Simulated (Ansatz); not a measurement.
# BeS: pressure series

Start from BeS in the zinc blende structure (space group F-43m, No. 216; a = 4.876 Å).

Cell and atoms are relaxed at each pressure.

All numbers come from Kohn–Sham DFT with the PBE functional, run in Ansatz (an electronic-structure program) with PAW and 420 eV plane waves, spin-orbit coupling left out.

Candidates:
(a) pressure 15 GPa
(b) pressure 9 GPa
(c) pressure −1 GPa
(d) pressure 2.1 GPa
(e) pressure −2 GPa

For the base:

* **Band gap**: 3.15 eV

Task: Order them by band gap, highest first.

Result: (e) pressure −2 GPa (3.19 eV), (c) pressure −1 GPa (3.17 eV), (d) pressure 2.1 GPa (3.10 eV), (b) pressure 9 GPa (2.95 eV), (a) pressure 15 GPa (2.83 eV)

Load acts through the strain it causes; cell and atoms are relaxed under it. Stability against distortions was not tested. No other phases were tried under pressure.
